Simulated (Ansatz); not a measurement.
An Ansatz (a quantum-chemistry and plane-wave program) run: Mg with a change (x(Al) = 0.625, 8 atoms, P3m1); PBEsol (Ansatz, PAW, no spin-orbit coupling), earlier PAW set.

Input:

Ansatz 0.2 input:
```yaml
crystal:
  lattice:
    - [2.9689470814, 0, 0]
    - [-1.4844735407, 2.571183595, 0]
    - [0, 0, 19.2431731986]
  atoms:
    - { symbol: Al, position: [0.6666666667, 0.3333333333, 0.8069492991] }
    - { symbol: Al, position: [0.6666666667, 0.3333333333, 0.5530026425] }
    - { symbol: Al, position: [0.6666666667, 0.3333333333, 0.3178696789] }
    - { symbol: Mg, position: [0.6666666667, 0.3333333333, 0.0723543783] }
    - { symbol: Mg, position: [0.3333333333, 0.6666666667, 0.9333925113] }
    - { symbol: Mg, position: [0.3333333333, 0.6666666667, 0.6807196718] }
    - { symbol: Al, position: [0.3333333333, 0.6666666667, 0.4354755451] }
    - { symbol: Al, position: [0.3333333333, 0.6666666667, 0.2002362729] }
basis: { ecutwfc: 420, ecutrho_ratio: 4, xc_grid: 2, fft_grid_basis: typed }
kpoints: { mp_grid: { grid: [18, 18, 3] } }
hamiltonian:
  xc: pbesol
  dispersion: none
  pseudopotentials: { azcp: { folder: ./paw }, kind: paw }
scf: { occupations: { method: fermi_dirac, width: 0.05 }, convergence: { dr2_threshold: 0.0000000008 } }
output: { forces: true, stress: true }
checkpoint: { write: state.ck, write_every: 1000 }
```

Output:

```
WARN ansatz: RAYON_NUM_THREADS=1 ignored (pool sized by the plan → 1); use --threads N
Pseudopotentials: kind: paw
Pseudopotential: Al, paw, valence charge 3
Pseudopotential: Mg, paw, valence charge 10
Functional definition: PBEsol
Crystal: 8 atoms, lattice volume = 146.897 Å³
Basis set: ecut = 420 eV, 2825 PW (Γ), exchange–correlation on 40×40×270 points (8 copies of the dense FFT grid, shifted against one another)
Bands: 31, of which v1, the nominal top of the filled ones, is band 23 counted from 1 (22 counted from 0)
Symmetry: 6 space group operations
Space group: P3m1 (ITA 156), of the structure as read, at distance tolerance 5.3e-5 Å
k-points: 101 of 972 (time reversal used)
PAW frozen core: Al, regenerated for the run's functional, and the local potential with it
PAW frozen core: Mg, regenerated for the run's functional, and the local potential with it
Initial density: superposition of atomic densities (chi_scale 0.1, normalization cell, long waves of neutral atoms (reshape's long-wave potential 2.09 eV rms, cloud 2.62 Å wide))
Initial wavefunctions: pseudopotential atomic-orbital guess
Eigensolver: davidson
Functional: x = pbesol(κ = 0.804, μ = 0.12345679012345678), c = pbesol(β = 0.046)
SCF iter   1: F=—  HF=-8358.883283 eV  |F-HF|=—  |Δ(HF+E_count)|=         —  Δρ=1.95e-2  dr2=6.94e0  ethr=3.10e-3  ⟨swp⟩=8.0  Hψ=16063  notcnv=0  defer=8
all-band conjugate gradients solve this SCF's bands
preconditioner: auto → Kerker (q_TF=auto, 2.240 Å⁻¹)
SCF iter   2: F=—  HF=-8358.658404 eV  |F-HF|=—  |Δ(HF+E_count)|=   2.25e-1  Δρ=1.31e-2  dr2=2.67e0  ethr=3.10e-3  ⟨swp⟩=1.0  Hψ=3939  notcnv=0  defer=16
SCF iter   3: F=—  HF=-8358.469400 eV  |F-HF|=—  |Δ(HF+E_count)|=   1.89e-1  Δρ=1.61e-3  dr2=8.63e-3  ethr=3.10e-3  ⟨swp⟩=2.0  Hψ=3521  notcnv=0  defer=17
SCF iter   4: F=—  HF=-8358.467939 eV  |F-HF|=—  |Δ(HF+E_count)|=   1.46e-3  Δρ=4.47e-4  dr2=4.68e-4  ethr=1.92e-5  ⟨swp⟩=2.1  Hψ=4818  notcnv=0  defer=173
SCF iter   5: F=—  HF=-8358.467756 eV  |F-HF|=—  |Δ(HF+E_count)|=   1.83e-4  Δρ=1.43e-4  dr2=5.11e-5  ethr=1.04e-6  ⟨swp⟩=2.0  Hψ=4656  notcnv=0  defer=173
SCF iter   6: F=—  HF=-8358.467753 eV  |F-HF|=—  |Δ(HF+E_count)|=   3.27e-6  Δρ=2.95e-5  dr2=5.00e-6  ethr=1.13e-7  ⟨swp⟩=2.0  Hψ=3935  notcnv=0  defer=173
SCF iter   7: F=—  HF=-8358.467750 eV  |F-HF|=—  |Δ(HF+E_count)|=   2.41e-6  Δρ=4.73e-6  dr2=8.42e-8  ethr=1.11e-8  ⟨swp⟩=1.2  Hψ=2967  notcnv=0  defer=173
SCF iter   8: F=—  HF=-8358.467749 eV  |F-HF|=—  |Δ(HF+E_count)|=   1.28e-6  Δρ=8.37e-7  dr2=1.83e-9  ethr=1.87e-10  ⟨swp⟩=2.0  Hψ=3595  notcnv=0  defer=173
SCF iter   9: F=-8358.467749 eV  HF=-8358.467749 eV  |F-HF|=6.73e-11  |Δ(HF+E_count)|=  9.82e-11  Δρ=1.62e-7  dr2=8.73e-11  ethr=1.78e-12  ⟨swp⟩=4.1  Hψ=10168  notcnv=0
SCF 1 converged in 9 iterations: F = -8358.467749 eV  dr2 = 8.73e-11
SCF converged after 9 iterations
Free energy (F): -8358.467749 eV
Harris-Foulkes:  -8358.467749 eV  (|F-HF|=6.73e-11)
Internal energy: -8358.439028 eV  (E = F + TS)
E sigma→0 (E₀):  -8358.453389 eV
Entropy (-TS):   -0.028721 eV (-3.590 meV/atom)
Fermi energy:    7.080324 eV
--- Per-component energies (eV) ---
  E_band       = -978.291783
  E_kinetic    = 318.995544
  E_local      = -8258.931762  (includes V_loc(G=0)·N_el)
  E_nonlocal   = 638.158519
  E_hartree    = 3356.258697
  E_xc         = -263.969891
  E_vxc        = -246.479014  (∫ρ·V_xc dr)
  E_paw        = -3152.123089  (= ΣΔE_a)
  E_vpaw       = -142.551772  (= ΣTr[D̂ρ^β])
  E_aug_tail   = -0.000504  (compensation charges beyond the density's cutoff)
  E_ewald      = -997.098823
  E_core_change = 0.272282  (= ΣΔE_core)
  E_smearing   = -0.028721  (= −TS)
  E_closure    = 0.000000  (closes the sum)
  Σ components = -8358.467749   (vs F -8358.467749, Δ=0.00e0)
  [band-id]    e_kinetic+e_local+e_nonlocal+2·e_hartree+e_vxc+e_vpaw+e_augmentation_tail = -978.291595   (vs E_band -978.291783, Δ=1.87e-4)
--- Forces (eV/Å), atoms counted from 1 ---
  atom   1  Al     0.00000000    -0.00000000    -0.00189109
  atom   2  Al     0.00000000     0.00000000    -0.00652809
  atom   3  Al     0.00000000     0.00000000    -0.00061722
  atom   4  Mg     0.00000000     0.00000000     0.00536747
  atom   5  Mg     0.00000000     0.00000000    -0.00004557
  atom   6  Mg     0.00000000     0.00000000    -0.00130454
  atom   7  Al     0.00000000     0.00000000    -0.00063367
  atom   8  Al     0.00000000     0.00000000     0.00565205
  max |Σ_I F_I| component: 6.58e-7 eV/Å
--- Stress (GPa, compression-positive) ---
       -0.000472       0.000000       0.000000
        0.000000      -0.000472       0.000000
       -0.000000       0.000000       0.014811
  P = ⅓ Tr σ = 0.0046 GPa (0.046 kbar)
  The stress holds the Pulay correction. Without it, at fixed plane waves, as pw.x and ABINIT print it: P = -0.0118 GPa
  The stress includes an estimate of the error left by incomplete SCF convergence (largest component -0.0000 GPa).
--- Band table ---
  band table: none
```

Each cell is one ordered arrangement of few atoms, which overstates ordering effects compared with a random alloy. Whether these cells are dynamically stable was not tested. The cell was made from Mg by this change: x(Al) = 0.625, 8 atoms, P3m1.
